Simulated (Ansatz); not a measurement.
A self-consistent single point of CdHClO (P3m1, 8 atoms in the cell) with Ansatz (a quantum-chemistry and plane-wave program).

Level of theory: LDA (PW92), default PAW files made with PBE (plane waves; Ansatz).

The change in words: lattice scaled by 0.98; basis.ecutwfc: 420 eV → 840 eV. Reference geometry:
```yaml
crystal:
  lattice:
    - [3.75361, 0.00000, 0.00000]
    - [-1.87681, 3.25073, 0.00000]
    - [0.00000, 0.00000, 10.47164]
  atoms:
    - { symbol: Cd, position: [0.66667, 0.33333, 0.49696] }
    - { symbol: Cd, position: [0.33333, 0.66667, 0.99219] }
    - { symbol: H, position: [0.00000, 0.00000, 0.31842] }
    - { symbol: H, position: [0.00000, 0.00000, 0.81842] }
    - { symbol: Cl, position: [0.66667, 0.33333, 0.15574] }
    - { symbol: Cl, position: [0.33333, 0.66667, 0.65574] }
    - { symbol: O, position: [0.00000, 0.00000, 0.41324] }
    - { symbol: O, position: [0.00000, 0.00000, 0.91324] }
```

Reference input (self-consistent single point, DFT, LDA (PW92), plane waves, default PAW files made with PBE): basis.ecutwfc = 420 eV; kpoints.mp_grid.grid = 8 8 3; hamiltonian.xc = lda; hamiltonian.pseudopotentials = {kind: paw} (the program's default PAW files); scf.occupations.method = fixed. This run's input differs from it in these lines:

Ansatz 0.2 input:
```diff
@@ -3,16 +3,16 @@
   lattice:
-    - [3.753615, 0.000000, 0.000000]
-    - [-1.876807, 3.250726, 0.000000]
-    - [0.000000, 0.000000, 10.471638]
+    - [3.678543, 0.000000, 0.000000]
+    - [-1.839271, 3.185711, 0.000000]
+    - [0.000000, 0.000000, 10.262205]
   atoms:
-    - { symbol: Cd, position_ang: [1.876810, 1.083574, 5.204038] }
-    - { symbol: Cd, position_ang: [-0.000002, 2.167152, 10.389855] }
-    - { symbol: H, position_ang: [0.000000, 0.000000, 3.334379] }
-    - { symbol: H, position_ang: [0.000000, 0.000000, 8.570198] }
-    - { symbol: Cl, position_ang: [1.876810, 1.083574, 1.630853] }
-    - { symbol: Cl, position_ang: [-0.000002, 2.167152, 6.866672] }
-    - { symbol: O, position_ang: [0.000000, 0.000000, 4.327300] }
-    - { symbol: O, position_ang: [0.000000, 0.000000, 9.563119] }
+    - { symbol: Cd, position_ang: [1.839274, 1.061903, 5.099957] }
+    - { symbol: Cd, position_ang: [-0.000002, 2.123808, 10.182057] }
+    - { symbol: H, position_ang: [0.000000, 0.000000, 3.267691] }
+    - { symbol: H, position_ang: [0.000000, 0.000000, 8.398794] }
+    - { symbol: Cl, position_ang: [1.839274, 1.061903, 1.598236] }
+    - { symbol: Cl, position_ang: [-0.000002, 2.123808, 6.729338] }
+    - { symbol: O, position_ang: [0.000000, 0.000000, 4.240754] }
+    - { symbol: O, position_ang: [0.000000, 0.000000, 9.371856] }
 basis:
-  ecutwfc: 420.0
+  ecutwfc: 840.0
 kpoints:
```

Log, with long lists cut:

```
SCF iter   1: F=—  HF=-19469.446858 eV  |F-HF|=—  |Δ(HF+E_count)|=         —  Δρ=1.23e-2  dr2=1.62e-1  ethr=1.77e-3  ⟨swp⟩=5.0  Hψ=3390  notcnv=0  defer=150
all-band conjugate gradients solve this SCF's bands
preconditioner: auto → Resta (q_TF=auto, 2.481 Å⁻¹)
SCF iter   2: F=—  HF=-19469.401689 eV  |F-HF|=—  |Δ(HF+E_count)|=   4.52e-2  Δρ=4.87e-3  dr2=2.13e-2  ethr=2.38e-4  ⟨swp⟩=2.8  Hψ=1880  notcnv=0  defer=150
   [... lines left out ...]
SCF iter   6: F=—  HF=-19469.394587 eV  |F-HF|=—  |Δ(HF+E_count)|=   1.12e-5  Δρ=5.64e-5  dr2=4.50e-6  ethr=4.88e-8  ⟨swp⟩=2.8  Hψ=1717  notcnv=0  defer=86
SCF iter   7: F=—  HF=-19469.394589 eV  |F-HF|=—  |Δ(HF+E_count)|=   2.06e-6  Δρ=3.63e-5  dr2=1.37e-6  ethr=6.62e-9  ⟨swp⟩=2.0  Hψ=1614  notcnv=0  defer=86
SCF iter   8: F=—  HF=-19469.394589 eV  |F-HF|=—  |Δ(HF+E_count)|=   1.30e-7  Δρ=1.34e-5  dr2=1.91e-7  ethr=2.01e-9  ⟨swp⟩=2.0  Hψ=1614  notcnv=0  defer=86
SCF iter   9: F=-19469.394589 eV  HF=-19469.394589 eV  |F-HF|=3.46e-9  |Δ(HF+E_count)|=   4.20e-8  Δρ=2.78e-6  dr2=1.11e-8  ethr=1.47e-10  ⟨swp⟩=11.8  Hψ=5307  notcnv=0
SCF 1 converged in 9 iterations: F = -19469.394589 eV  dr2 = 1.11e-8
Free energy (F): -19469.394589 eV
Internal energy: -19469.394589 eV  (E = F + TS)
E sigma→0 (E₀):  -19469.394589 eV
Fermi energy:    4.949394 eV
--- Forces (eV/Å), atoms counted from 1 ---
  atom   1  Cd    -0.00000000     0.00000000    -0.39403099
  atom   2  Cd    -0.00000000     0.00000000     0.04961761
  atom   3  H     -0.00000000     0.00000000    -0.44874728
  atom   4  H     -0.00000000     0.00000000    -0.44658626
  atom   5  Cl    -0.00000000     0.00000000    -0.22195529
  atom   6  Cl     0.00000000    -0.00000000    -0.03941836
  atom   7  O      0.00000000    -0.00000000     0.87598219
  atom   8  O      0.00000000    -0.00000000     0.62516337
--- Stress (GPa, compression-positive) ---
       -4.409273       0.000000       0.000000
        0.000000      -4.409273      -0.000000
        0.000000      -0.000000      -1.907747
  P = ⅓ Tr σ = -3.5754 GPa (-35.754 kbar)
  The stress holds the Pulay correction. Without it, at fixed plane waves, as pw.x and ABINIT print it: P = -3.5841 GPa
```

The run converged in 9 iterations. Against the reference run the free energy falls by 36.9 meV/atom, the pressure goes from -7.34 to -3.58 GPa, the largest force goes from 0.512 to 0.876 eV/Å and the gap on the mesh goes from 2.131 to 2.302 eV.

The starting cell comes from a database of computed structures (which also holds hypothetical and non-ambient phases and stackings), without a prior relaxation at this level. Its lattice was rescaled by up to half a per cent. One atom was moved a little off its site on purpose. For this run, on top of that: lattice scaled by 0.98. Ansatz's pressure includes its estimate of the finite-basis (Pulay) stress.
